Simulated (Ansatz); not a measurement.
## Effect of isotropic strain +2.30 % on In2S3

Base system: In$_{2}$S$_{3}$ in the corundum structure (space group R-3c, No. 167; a = 6.574 Å, c = 17.608 Å (hexagonal axes); a cell from a computed database, its experimental status unchecked).

Perturbation: an isotropic linear strain of +2.30 %; the atoms relax in the strained cell.

Level of theory: PBEsol (Ansatz, a program for electronic structure), no spin-orbit coupling. Γ-centred 6×6×6 mesh, Fermi–Dirac width 0.05 eV.

```csv
quantity,base,changed,shift
volume per atom,21.96 Å³,23.52 Å³,+1.551 Å³
shortest interatomic distance,2.558 Å,2.625 Å,+0.067 Å
energy relative to the base (free energy F),0 meV/atom,+24 meV/atom,+24 meV/atom
"pressure (mean of the normal stresses, compression positive)",0.0 GPa,-4.6 GPa,-4.6 GPa
band gap,0.45 eV,zero,–
```

A case with no gap was solved on a k-mesh chosen for an insulator, which is coarse for it. Stability against distortions was not tested. All final runs are without spin polarisation. A zero or small gap of In2S3 under isotropic strain +2.30 % can be the functional's error rather than a property of the material.
